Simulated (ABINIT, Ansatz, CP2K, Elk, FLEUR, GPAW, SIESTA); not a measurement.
**Code comparison for NaF (Fm-3m, 2 atoms in the cell)**

Self-consistent single point.

```
CELL_PARAMETERS angstrom
      0.00000     2.26738     2.26738
      2.26738     0.00000     2.26738
      2.26738     2.26738     0.00000
ATOMIC_POSITIONS crystal
  Na 0.00000 0.00000 0.00000
  F  0.50000 0.50000 0.50000
```

Shared settings, as Ansatz (a first-principles code) writes them: kpoints.mp_grid.grid = 10 10 10; scf.occupations.method = fixed. Potentials and cutoffs stand in the table.

| code | model | gap on the mesh (eV) | cutoff |
|---|---|---|---|
| CP2K | PBEsol, GPW, DZVP-MOLOPT-PBE-GTH basis, GTH-PBE potentials (POTENTIAL_UZH) | 6.487 | grid 1000 Ry |
| Ansatz | PBEsol, default PAW files made with PBE | 6.533 | default |
| ABINIT | PBEsol, norm-conserving pseudopotentials (PseudoDojo nc-sr-04 PBEsol standard) | 6.555 | 44 Ha |
| Elk | PBEsol, all-electron FP-LAPW, Elk's shipped species files, APW+lo basis with extra local orbitals | 6.596 | rgkmax 7.5 |
| GPAW | PBEsol, GPAW PAW datasets PBEsol (made by gpaw-setup) | 6.533 | 950 eV |
| SIESTA | GGA PBEsol, numerical atomic orbitals DZP, PseudoDojo PBEsol standard norm-conserving potentials (rewritten from UPF to PSML) | 6.422 | grid 400 Ry |
| FLEUR | PBEsol, all-electron FLAPW (FLEUR), scalar-relativistic valence | 6.702 | Kmax 4.4 1/bohr |

Gaps are read on the mesh.

The spread over the programs that give each value: gap on the mesh within 0.280 eV.

CP2K and SIESTA use small atom-centred bases, whose incompleteness enters pressures, forces and empty levels differently from a plane-wave cutoff. Elk and FLEUR treat all electrons, but the usual bases taken here (sphere radii, linearisation, local orbitals, empty states) were not tested for convergence, so the values are no reference for the others. In the pressure, CP2K (by 1.52) and SIESTA (by 1.15) lie more than 1 GPa from the median of the plane-wave programs. In the gap, FLEUR (by 0.168) lies more than 0.12 eV from the median of the plane-wave programs.

The starting cell comes from a database of computed structures (which also holds hypothetical and non-ambient phases and stackings), without a prior relaxation at this level. Its lattice was rescaled by a random factor within 2.5 % of one.

Keys are those of Ansatz 0.2.
